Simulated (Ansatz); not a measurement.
**Al2O3 under a change: uniaxial strain ε_xx = −3.00 %**

The parent structure is Al2O3 in the corundum structure (space group R-3c, No. 167; a = 4.729 Å, c = 12.892 Å (hexagonal axes)). Axes: x lies along a and z along c of the hexagonal cell.

Perturbation: the cell is compressed by 3.00 % along x with no lateral relaxation, atoms relaxed at fixed cell.

Method: Ansatz (an electronic-structure program), LDA, PAW, cutoff 420 eV, without spin-orbit coupling. Settings: 9×9×9 k-points, 0.05 eV Fermi–Dirac smearing.

The energy rises by 12 meV/atom and the pressure (mean of the normal stresses, compression positive) rises by 8.535 GPa (-0.01 GPa → 8.53 GPa). The band gap increases by 0.31 eV to 6.74 eV (an upper bound: an edge found on the path is not a true extremum; the changed cell) and the largest internal atomic displacement amounts to 0.015 Å. The stress (xx, yy, zz, yz, xz, xy; compression positive) is (15.76, 5.54, 4.27, 0.59, 0.00, 0.00) GPa.

Stability against distortions was not tested.
